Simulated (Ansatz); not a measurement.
## MnO in the rock salt structure (space group Fm-3m, No. 225; ferromagnetic)

```
MnO
1.0
    0.00000     2.16756     2.16756
    2.16756     0.00000     2.16756
    2.16756     2.16756     0.00000
O Mn
1 1
Direct
  0.00000   0.00000   0.00000
  0.50000   0.50000   0.50000
```

The values are results of Kohn–Sham DFT with the PBEsol functional, run in Ansatz (a program for electronic structure) with PAW and 420 eV plane waves, no spin-orbit coupling, not measurements. k-mesh 18×18×18 (Γ-centred); smearing 0.05 eV (Fermi–Dirac).

```yaml
volume_per_atom: 10.18 Å³
density: 5.78 g/cm³
band_gap: zero
magnetic_state: ferromagnetic
total_energy: -2214.674 eV/atom (σ→0; compares only within this code and set-up)
```

No phonon test of stability was made. No Hubbard U is applied and the magnetic state is the run's own (MnO ferromagnetic); small cells can't hold the antiferromagnetic order that many such compounds have, so gaps and moments can be off. In its common phase, real MnO is an antiferromagnetic insulator at low temperature.
